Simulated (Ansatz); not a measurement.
The parent structure is ZrS2 in the fluorite structure (space group Fm-3m, No. 225; a = 6.1886 Å; a hypothetical phase, not in the database extracts checked).

One thing is altered: hydrostatic tension (pressure −2 GPa).

Levels (all Ansatz, a program for electronic structure, PAW): PBEsol (420 eV, without spin-orbit coupling); r2SCAN (500 eV, without spin-orbit coupling).

The geometry is relaxed with PBEsol.

* **PBEsol pressure**: -2.0 GPa
* **PBEsol band gap**: zero
* **PBEsol gap character**: absent

With r2SCAN at the same geometry, the hole mass is 0.11 mₑ along k, 1.3 mₑ across (at X); the pressure rises by 3.6 GPa to 1.6 GPa; the band gap goes from zero to 0.09 eV; the gap character changes from absent to indirect, X → Γ.

Single points use the geometry relaxed with PBEsol. Their cutoffs differ, which shifts pressures a little. Load acts through the strain it causes; cell and atoms are relaxed under it. Masses are band curvatures over ±0.01 Å⁻¹ around the edge. Along k means along the line from Γ to the band edge. Stability against distortions was not tested. All final runs are without spin polarisation. The zero or small gap of ZrS2 can change with the level of theory.
